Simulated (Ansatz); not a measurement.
An Ansatz (a program for electronic structure) input (LDA (Ansatz, PAW, scalar-relativistic without spin-orbit coupling)):

Ansatz 0.2 input:
```yaml
crystal:
  lattice:
    - [2.9050668147, 0, 0]
    - [0, 2.9050668147, 0]
    - [1.4525334073, -1.4525334073, 2.0086561587]
  atoms:
    - { symbol: Au, position: [0, 0, 0] }
basis: { ecutwfc: 420, ecutrho_ratio: 4, xc_grid: 2, fft_grid_basis: typed }
kpoints: { mp_grid: { grid: [28, 28, 28] } }
hamiltonian:
  xc: lda
  dispersion: none
  pseudopotentials: { kind: paw }
scf: { occupations: { method: fermi_dirac, width: 0.1 } }
relax: { f_tol: 0.005, max_steps: 50, cell: { stress_tol: 0.01, fix: [a, b, gamma] } }
output: { forces: true, stress: true }
checkpoint: { write: state.ck, write_every: 1000 }
```

Problem. Which symmetry and how many k-points will the program report, and about how many plane waves at Γ?

Solution. Space group I4/mmm (ITA 139) with 16 operations, k-points 1639 of 21952, and 331 plane waves at Γ.

Problem. And the final pressure?

Solution. -0.61 GPa (compression positive).

The cells carry an imposed strain or load. Stability against distortions was not tested. The cell was made from Au in the fcc (Cu type) structure (space group Fm-3m, No. 225) by this change: biaxial strain +1.50 %, plane normal [001], relaxed out of plane.
